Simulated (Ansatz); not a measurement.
The parent structure is SiC in the wurtzite structure (space group P6_3mc, No. 186; a = 3.076 Å, c = 5.048 Å).

Structures relaxed with Ansatz (a program for electronic structure), PBEsol, PAW, cutoff 420 eV, no spin-orbit coupling, earlier PAW set.

Base:

Simulated powder pattern, Co Kα, λ = 1.79026 Å (kinematic, ideal powder, no thermal factors, no anomalous dispersion; the 10 strongest lines at most, above 2 %, up to 2θ = 90°):

| 2θ (°) | I/Imax (%) | hkl |
|---|---|---|
| 39.27 | 75 | (100) |
| 41.55 | 51 | (002) |
| 44.66 | 100 | (101) |
| 58.49 | 27 | (102) |
| 71.19 | 45 | (110) |
| 77.99 | 47 | (103) |
| 84.45 | 7.3 | (200) |
| 85.93 | 37 | (112) |
| 88.06 | 17 | (201) |

It is then changed as follows: Be takes the place of C on all its sites; the structure is relaxed again.

Predict the new powder pattern.


Simulated powder pattern, Co Kα, λ = 1.79026 Å (kinematic, ideal powder, no thermal factors, no anomalous dispersion; the 10 strongest lines at most, above 2 %, up to 2θ = 90°):

| 2θ (°) | d (Å) | I/Imax (%) | hkl |
|---|---|---|---|
| 31.17 | 3.331 | 76 | (100) |
| 38.56 | 2.711 | 100 | (101) |
| 45.14 | 2.332 | 33 | (002) |
| 55.47 | 1.923 | 53 | (110) |
| 55.88 | 1.910 | 26 | (102) |
| 65.01 | 1.666 | 8.3 | (200) |
| 69.59 | 1.569 | 18 | (201) |
| 74.21 | 1.484 | 46 | (112) |
| 78.89 | 1.409 | 13 | (103) |
| 82.66 | 1.355 | 8.9 | (202) |

The indices refer to each structure's own conventional cell; one index is shown for lines that coincide. The space group is now P6_3/mmc (No. 194).

No phonon test of stability was made. As relaxed here, BeSi is a hypothetical phase, not in the database extracts checked. All final runs are without spin polarisation.
